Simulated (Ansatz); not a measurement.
The parent structure is GaAs in the zinc blende structure (space group F-43m, No. 216; a = 5.6667 Å).

All numbers come from r2SCAN (Ansatz, a program for electronic structure; PAW; 500 eV plane waves; no spin-orbit coupling).

Base values:

The width of the top valence band is 3.40 eV and the pressure comes out as 0.00 GPa.

Now apply this change: every lattice vector is shortened by 1.50 %, atoms relaxed at fixed cell.

How does this affect the width of the top valence band?

The width of the top valence band increases by 0.22 eV to 3.62 eV.

What does the calculation give for the mean gap deformation potential ΔEg/Δln V after the change?

The mean gap deformation potential ΔEg/Δln V amounts to -8.2 eV.

How does this affect the pressure?

The pressure goes from zero to 3.64 GPa.

The cells carry an imposed strain or load. Whether these cells are dynamically stable was not tested.
